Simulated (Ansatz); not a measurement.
Data:

```
GaN
1.0
    0.00000     2.16097     2.16097
    2.16097     0.00000     2.16097
    2.16097     2.16097     0.00000
Ga N
1 1
Direct
  0.00000   0.00000   0.00000
  0.25000   0.25000   0.25000
```

No spin polarisation.

The values are results of LDA (Ansatz, a program for electronic structure; PAW; 420 eV plane waves; no spin-orbit coupling), not measurements. k-mesh 13×13×13 (Γ-centred); smearing 0.05 eV (Fermi–Dirac).

Predict the electron mass, hole mass and band gap.

The electron mass comes out as 0.22 mₑ (at Γ) and the hole mass (degenerate bands, along [100]) is 0.23, 0.80, 0.80 mₑ (at Γ). The band gap is 2.55 eV.

Load acts through the strain it causes; cell and atoms are relaxed under it. Effective masses come from finite differences of ±0.01 Å⁻¹. Whether these cells are dynamically stable was not tested. Tetrahedral semiconductors of this kind turn to denser phases somewhere between about 1 and 50 GPa; those were not computed, so compressed cells here can lie past the real transition. The cell was made from GaN in the zinc blende structure (space group F-43m, No. 216) by this change: pressure 22.5 GPa. This is not the structure that GaN has at room temperature and ambient pressure.
